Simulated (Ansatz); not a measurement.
**Effect of P interstitial (started 2.56 Å from the nearest host atom), symmetric start on InP**

Start from an 8-atom supercell of InP in the zinc blende structure (space group F-43m, No. 216; a = 5.907 Å) at its relaxed geometry.

The change: a neutral P interstitial (started 2.56 Å from the nearest host atom), symmetric start, atoms relaxed at fixed cell.

Calculations: r2SCAN (Ansatz, a quantum-chemistry and plane-wave program, PAW, no spin-orbit coupling), earlier PAW set. k-mesh 4×4×4 (Γ-centred); smearing 0.01 eV (Fermi–Dirac).

```csv
quantity,base,changed,shift
largest displacement of a host atom from its site in the perfect cell,–,0.00 Å,–
final site of the added atom,–,4 P at 2.56 Å and 6 In at 2.95 Å,–
```

The magnetic state is the one reached from the starting moments; the real material's order can differ, and small cells can't hold many antiferromagnetic ones. In so small a cell the defect repeats every few ångströms: this is an ordered compound, not a dilute defect. The defect started on the symmetric site and kept its symmetry, so it may sit on a saddle. The defect cell is spin-polarised and ends with 0.8 μB, a fractional moment that hangs on the mesh and smearing.
